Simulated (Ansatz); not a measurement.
The reference is SiC in the wurtzite structure (space group P6_3mc, No. 186; a = 3.075 Å, c = 5.049 Å). Axes: x lies along a and z along c of the hexagonal cell.

Level of theory: r2SCAN, PAW, 500 eV (Ansatz, a quantum-chemistry and plane-wave program; no spin-orbit coupling), earlier PAW set.

One thing is altered: the cell is stretched by 1.28 % along y with no lateral relaxation; the atoms relax in the strained cell.

Q: Predict the stress tensor and what it implies for the stiffness.

A: Stress of the strained cell less that of the base (GPa, compression positive):
```
  -1.28    0.00    0.00
   0.00   -6.65    0.00
   0.00    0.00   -0.61
```

Then −Δσ_ii/ε with ε = 0.0128 gives secant stiffness values (nonlinear terms included at this strain): C22 ≈ 519 GPa, C12 ≈ 100 GPa and C23 ≈ 48 GPa.

No phonon test of stability was made.
